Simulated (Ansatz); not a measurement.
Evanescent states of Li2O (Fm-3m, anti-fluorite, 3 atoms a cell, 8.4 Å³ an atom, -4 GPa at this level) along the normal of (001)

The numbers are results of r2SCAN (plane waves, PAW; Ansatz, a program for electronic structure), not measurements.

The gap is the functional's own. No spin-orbit coupling. Mid-gap values are interpolated on the energy grid.

Energies count from the valence-band top; κ is the least over a 10×10 mesh across the current.

```json
[
 {"E (eV)": "0.13", "κ (1/Å)": "0.175", "where": "Γ"},
 {"E (eV)": "0.39", "κ (1/Å)": "0.287", "where": "Γ"},
 {"E (eV)": "0.65", "κ (1/Å)": "0.352", "where": "Γ"},
 {"E (eV)": "0.91", "κ (1/Å)": "0.398", "where": "Γ"},
 {"E (eV)": "1.17", "κ (1/Å)": "0.430", "where": "Γ"},
 {"E (eV)": "1.43", "κ (1/Å)": "?", "where": "Γ"},
 {"E (eV)": "1.69", "κ (1/Å)": "?", "where": "Γ"},
 {"E (eV)": "1.95", "κ (1/Å)": "?", "where": "Γ"},
 {"E (eV)": "2.21", "κ (1/Å)": "?", "where": "Γ"},
 {"E (eV)": "2.47", "κ (1/Å)": "?", "where": "Γ"},
 {"E (eV)": "2.73", "κ (1/Å)": "?", "where": "off Γ"},
 {"E (eV)": "2.99", "κ (1/Å)": "?", "where": "off Γ"},
 {"E (eV)": "3.25", "κ (1/Å)": "?", "where": "off Γ"},
 {"E (eV)": "3.51", "κ (1/Å)": "?", "where": "off Γ"},
 {"E (eV)": "3.77", "κ (1/Å)": "?", "where": "off Γ"},
 {"E (eV)": "4.03", "κ (1/Å)": "?", "where": "off Γ"},
 {"E (eV)": "4.29", "κ (1/Å)": "?", "where": "off Γ"},
 {"E (eV)": "4.55", "κ (1/Å)": "0.336", "where": "off Γ"},
 {"E (eV)": "4.81", "κ (1/Å)": "0.298", "where": "off Γ"},
 {"E (eV)": "5.07", "κ (1/Å)": "0.251", "where": "off Γ"},
 {"E (eV)": "5.33", "κ (1/Å)": "0.190", "where": "off Γ"},
 {"E (eV)": "5.59", "κ (1/Å)": "0.085", "where": "off Γ"}
]
```

Task: Some entries are withheld; supply them.

Result: 
- 1.43, κ (1/Å): 0.454
- 1.69, κ (1/Å): 0.472
- 1.95, κ (1/Å): 0.484
- 2.21, κ (1/Å): 0.492
- 2.47, κ (1/Å): 0.496
- 2.73, κ (1/Å): 0.491
- 2.99, κ (1/Å): 0.477
- 3.25, κ (1/Å): 0.461
- 3.51, κ (1/Å): 0.442
- 3.77, κ (1/Å): 0.421
- 4.03, κ (1/Å): 0.397
- 4.29, κ (1/Å): 0.369
